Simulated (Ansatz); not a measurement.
**Effect of pressure 2.1 GPa on HfO2**

The reference is HfO₂ (space group P2_1/c, No. 14; a = 5.0958 Å, b = 5.1768 Å, c = 5.2711 Å, α = 90.00°, β = 99.62°, γ = 90.00°).

Perturbation: a hydrostatic pressure of 2.1 GPa.

All numbers come from PBEsol (Ansatz, a program for electronic structure), without spin-orbit coupling. k-mesh 6×5×5 (Γ-centred); smearing 0.05 eV (Fermi–Dirac).

```json
[
 {"quantity": "volume per atom", "base": "11.42 Å³", "changed": "11.29 Å³", "shift": "-0.13 Å³"},
 {"quantity": "shortest interatomic distance", "base": "2.039 Å", "changed": "2.038 Å", "shift": "-0.001 Å"},
 {"quantity": "enthalpy H = E + PV relative to the base's energy", "base": "–", "changed": "+0.15 eV/atom", "shift": "–"},
 {"quantity": "band gap (an upper bound: an edge found on the path is not a true extremum; the changed cell)", "base": "3.97 eV", "changed": "4.00 eV", "shift": "+0.037 eV"}
]
```

Spin-orbit coupling, missing from the scalar runs, can matter with Hf. Load acts through the strain it causes; cell and atoms are relaxed under it. No phonon test of stability was made.
